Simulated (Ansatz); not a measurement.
Ru (model structure, P-3m1, No. 164, 8 atoms in the cell), treated with LDA (PAW; Ansatz, a first-principles code).

Numerical settings: plane-wave cutoff 520 eV, 24×24×4 k mesh (along the axes of the cell as run), Fermi–Dirac smearing 0.05 eV, no spin polarisation, scalar-relativistic PAW data made under PBE.

Cell (relaxed at this level):

```cif
data_Ru8
_chemical_formula_sum 'Ru8'
_space_group_name_H-M_alt 'P 1'
_space_group_IT_number 1
_cell_length_a 2.65724
_cell_length_b 2.65724
_cell_length_c 17.18640
_cell_angle_alpha 90.000
_cell_angle_beta 90.000
_cell_angle_gamma 120.000
loop_
_space_group_symop_operation_xyz
  'x, y, z'
loop_
_atom_site_label
_atom_site_type_symbol
_atom_site_fract_x
_atom_site_fract_y
_atom_site_fract_z
_atom_site_occupancy
Ru1 Ru 0.00000 0.00000 0.68806 1
Ru2 Ru 0.33333 0.66667 0.81487 1
Ru3 Ru 0.66667 0.33333 0.93932 1
Ru4 Ru 0.33333 0.66667 0.06068 1
Ru5 Ru 0.66667 0.33333 0.18513 1
Ru6 Ru 0.00000 0.00000 0.31194 1
Ru7 Ru 0.33333 0.66667 0.43688 1
Ru8 Ru 0.66667 0.33333 0.56312 1
```

Task: Estimate the bulk modulus that the calculation returns.

Result: 
* **bulk modulus**: 362 GPa

Note: the run has no spin polarisation, so it can have missed a magnetic state; the bulk modulus is −V dP/dV from two relaxed cells at ±2 % in volume; the relaxation could raise the start's symmetry but not lower it, so the cell can be a saddle point.

The computed numbers hold no vibrational or temperature effects.

A model structure was made by putting elements into a prototype or built by hand; it is no filed structure, need not be a known phase, and can be a saddle point held by its symmetry.
